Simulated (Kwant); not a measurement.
Model system: In0.53Ga0.47As/InP stack with 1 barrier. One parabolic valley. Leads of mass 0.041 mₑ with the band edge at 0; grid 0.1 nm; bias 0 V, dropping linearly over the stack.

| layer | thickness (nm) | band offset (eV) | mass (mₑ) |
|---|---|---|---|
| 1 | 6.8 | 0.25 | 0.08 |

The device is made up for the run: typed textbook-type constants, with dimensions and the other settings drawn at random.

Kwant, one-band effective-mass tight-binding model in one dimension, coherent, no space charge.

Sweep values stay those of the base run.

Base results: transmission at E = 0.1858 eV 0.014; mean transmission over the sweep 0.20; transmission at E = 0.2804 eV 0.20; transmission at E = 0.3750 eV 0.90.

Problem. What follows from this one change: mass in the first barrier 0.08 → 0.064 mₑ?

Solution. transmission at E = 0.1858 eV 0.014 → 0.027; mean transmission over the sweep little changed (0.20); transmission at E = 0.2804 eV 0.20 → 0.24; transmission at E = 0.3750 eV 0.90 → 1.00.

Problem. What follows from this one change: height of the first barrier 0.25 → 0.2 eV?

Solution. transmission at E = 0.1858 eV 0.014 → 0.063; mean transmission over the sweep 0.20 → 0.31; transmission at E = 0.2804 eV 0.20 → 0.87; transmission at E = 0.3750 eV 0.90 → 0.71.
